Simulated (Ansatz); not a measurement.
## GaN: pressure series

Base system: GaN in the wurtzite structure (space group P6_3mc, No. 186).

```
GaN
1.0
    3.21861     0.00000     0.00000
   -1.60931     2.78740     0.00000
    0.00000     0.00000     5.24355
Ga N
2 2
Direct
  0.66667   0.33333   0.00096
  0.33333   0.66667   0.50096
  0.66667   0.33333   0.62424
  0.33333   0.66667   0.12424
```

Cell and atoms are relaxed at each pressure.

The values are results of DFT with PBE, PAW potentials and a 420 eV plane-wave cutoff in Ansatz (a first-principles code), scalar-relativistic without spin-orbit coupling, earlier PAW set, not measurements.

| P (GPa) | V (Å³/atom) |
|---|---|
| -2.00 | 11.902 |
| -1.00 | 11.830 |
| 3.00 | 11.565 |
| 7.00 | 11.328 |
| 15.00 | 10.921 |
| 30.00 | 10.317 |
| 50.00 | 9.712 |
| 75.00 | 9.140 |
| 100.00 | 8.694 |

### Question
Fit a third-order Birch–Murnaghan equation of state.

### Answer
Least squares on P(V) = (3B₀/2)[(V₀/V)^(7/3) − (V₀/V)^(5/3)]·[1 + (3/4)(B₀′ − 4)((V₀/V)^(2/3) − 1)] gives V₀ = 11.76 Å³/atom, B₀ = 174 GPa and B₀′ = 4.2.

Between the base and pressure 15 GPa the gap moves from 1.71 eV to 2.20 eV, a mean slope of 33 meV/GPa.

Load acts through the strain it causes; cell and atoms are relaxed under it. Whether these cells are dynamically stable was not tested. Measured, GaN leaves this structure (for rock salt) near 47 GPa (temperature not stated; as listed in Datta, Sujoy, Jana, Debnarayan, arXiv (2020)), on rising pressure, with hysteresis.
